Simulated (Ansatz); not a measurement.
The parent structure is HfN in the rock salt structure (space group Fm-3m, No. 225; relaxed with 0.1 eV smearing).

```
CELL_PARAMETERS angstrom
      0.00000     2.25092     2.25092
      2.25092     0.00000     2.25092
      2.25092     2.25092     0.00000
ATOMIC_POSITIONS crystal
  N  0.00000 0.00000 0.00000
  Hf 0.50000 0.50000 0.50000
```

Method: Kohn–Sham DFT with the PBEsol functional, run in Ansatz (an electronic-structure program) with PAW and 420 eV plane waves, no SOC.

Base values:

The pressure is 0.0 GPa.

It is then changed as follows: the cell is scaled by 1.0135 in all directions; the atoms relax in the strained cell.

### Question
Estimate the effect on the energy relative to the base.

### Answer
The energy goes up by 16 meV/atom.

### Question
How does this affect the pressure?

### Answer
The pressure goes from zero to -10.5 GPa.

Whether these cells are dynamically stable was not tested. All final runs are without spin polarisation. An odd electron count without spin: HfN.
